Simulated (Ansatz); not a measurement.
ZnSiP2: response to strain

The parent structure is ZnSiP2 in the chalcopyrite structure (space group I-42d, No. 122; a = 5.3531 Å, c = 10.4452 Å). Axes: x, y, z lie along a, b, c of the conventional cell.

Strains are applied to the cell and any free atomic positions relax; under biaxial strain the out-of-plane vector relaxes too.

Level of theory: Ansatz (a first-principles code), PBEsol, PAW, cutoff 420 eV, no spin-orbit coupling.

Candidates:
(a) biaxial strain −1.50 %, plane normal [001], relaxed out of plane
(b) biaxial strain −0.75 %, plane normal [001], relaxed out of plane
(c) biaxial strain −3.00 %, plane normal [001], relaxed out of plane
(d) biaxial strain −2.25 %, plane normal [001], relaxed out of plane

Notes on the quantities. in-plane stress: mean in-plane stress (compression positive).

Q: Order them by in-plane stress, lowest first.

A: (b) biaxial strain −0.75 %, plane normal [001], relaxed out of plane (+1.1 GPa), (a) biaxial strain −1.50 %, plane normal [001], relaxed out of plane (+2.3 GPa), (d) biaxial strain −2.25 %, plane normal [001], relaxed out of plane (+3.5 GPa), (c) biaxial strain −3.00 %, plane normal [001], relaxed out of plane (+4.8 GPa)

Whether these cells are dynamically stable was not tested.
